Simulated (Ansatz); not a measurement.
Start from SiC in the zinc blende structure (space group F-43m, No. 216; a = 4.3798 Å).

Level of theory: Ansatz (an electronic-structure program), PBE, PAW, cutoff 420 eV, no spin-orbit coupling.

For the base:

The electron mass is 0.68 mₑ along k, 0.23 mₑ across (at X), the gap character comes out as indirect, Γ → X and the volume per atom comes out as 10.50 Å³. The band gap is 1.37 eV. The width of the top valence band is 4.63 eV.

It is then changed as follows: cell and atoms relaxed at a pressure of 30 GPa.

How does this affect the electron mass?

The electron mass becomes 0.65 mₑ along k, 0.22 mₑ across (at X) (base: 0.68 mₑ along k, 0.23 mₑ across (at X)).

Estimate the effect on the gap character.

The gap character stays indirect, Γ → X.

What happens to the volume per atom?

The volume per atom falls by 1.12 Å³ (10.50 Å³ → 9.38 Å³).

Predict the new band gap.

The band gap shrinks by 0.11 eV (1.37 eV → 1.26 eV).

How does this affect the width of the top valence band?

The width of the top valence band rises by 0.44 eV (4.63 eV → 5.07 eV).

Load acts through the strain it causes; cell and atoms are relaxed under it. Masses are band curvatures over ±0.01 Å⁻¹ around the edge. Along k means along the line from Γ to the band edge. Whether these cells are dynamically stable was not tested. Competing high-pressure phases were not computed.
